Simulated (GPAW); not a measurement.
Band structure of Mo (Im-3m, 1 atom in the cell).

```yaml
crystal:
  lattice:
    - [-1.56797, 1.56797, 1.56797]
    - [1.56797, -1.56797, 1.56797]
    - [1.56797, 1.56797, -1.56797]
  atoms:
    - { symbol: Mo, position: [0.00000, 0.00000, 0.00000] }
```

Method: PBE, GPAW PAW datasets PBE (gpaw-data 1.0.1) (plane waves; GPAW).

Settings: mode = pw; ecut = 550 eV; xc = PBE; kpts = 15 15 15; mesh shift (steps) = 0 0 0; occupations.name = methfessel-paxton; occupations.width = 0.05 eV; occupations.order = 0; nbands = -7; convergence.density = 1e-05 e/electron; convergence.energy = 1e-05 eV/electron; symmetry.symmorphic = false; symmetry.tolerance = 0.0005; maxiter = 100.

The starting cell comes from a database of computed structures (which also holds hypothetical and non-ambient phases and stackings), without a prior relaxation at this level. Its lattice was rescaled by a random factor within 2.5 % of one. Spin polarisation is off.

Levels in eV from the Fermi level, bands 4 to 11:
```json
[
 {"point": "Γ", "4": "-34.55", "5": "-7.14", "6": "-1.31", "7": "-1.31", "8": "-1.31", "9": "1.71", "10": "1.71", "11": "15.24"},
 {"point": "H", "4": "-35.53", "5": "-5.40", "6": "-5.40", "7": "4.08", "8": "4.08", "9": "4.08", "10": "9.29", "11": "9.29"},
 {"point": "N", "4": "-34.56", "5": "-5.26", "6": "-3.35", "7": "1.74", "8": "1.75", "9": "2.37", "10": "4.85", "11": "11.88"},
 {"point": "P", "4": "-35.27", "5": "-2.56", "6": "-2.56", "7": "-2.56", "8": "2.50", "9": "2.50", "10": "9.93", "11": "11.75"}
]
```

Bands cross the Fermi level along this path, so the cell is metallic at this level.
